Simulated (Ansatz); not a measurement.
BaZn (Pm-3m), Ansatz (a program for electronic structure) with PBEsol, DFPT electron-phonon coupling, linearised Boltzmann equation: phonon-limited resistivity 24.0 μΩ·cm at 300 K, 32.2 μΩ·cm at 400 K, current-weighted mean free path 5.6 nm, Drude plasma energy 5.03 eV.

**Question.** Estimate the electronic thermal conductivity at 300 K by the Wiedemann-Franz law (L₀ = 2.44×10⁻⁸ W·Ω/K²).

**Answer.** L₀T/ρ = 2.44×10⁻⁸ × 300/(24.0×10⁻⁸) = 30.5 W/(m·K). Inelastic scattering puts the true Lorenz number somewhat under L₀ near and below the Debye temperature.

**Question.** What Drude relaxation time do resistivity and plasma energy imply?

**Answer.** ω_p = 7.64e15 s⁻¹, so τ = 1/(ε₀ ω_p² ρ) = 8.06 fs, a damping ħ/τ of 81.7 meV.

**Question.** What is the classical skin depth at 100 GHz (nonmagnetic, μ₀ = 1.257×10⁻⁶ H/m)?

**Answer.** δ = √(ρ/(π f μ₀)) = 780 nm.

A metal at this level (no band gap). Only scattering by harmonic phonons is included (no impurities, grain boundaries, electron-electron scattering or thermal expansion). Spin-orbit coupling is left out. The squared frequency of the phonon mode least converged on the k mesh is uncertain by about 25 %. Halving the electron mesh (20x20x20) moves the resistivity by up to 1 % at 300 K, the mean free path by up to 1 %. Smearing 0.20 eV; phonons on a 4x4x4 q mesh, which this run doesn't test.

Computed structure with no diffraction record at hand here (it may be known, metastable or hypothetical): BaZn (Pm-3m).
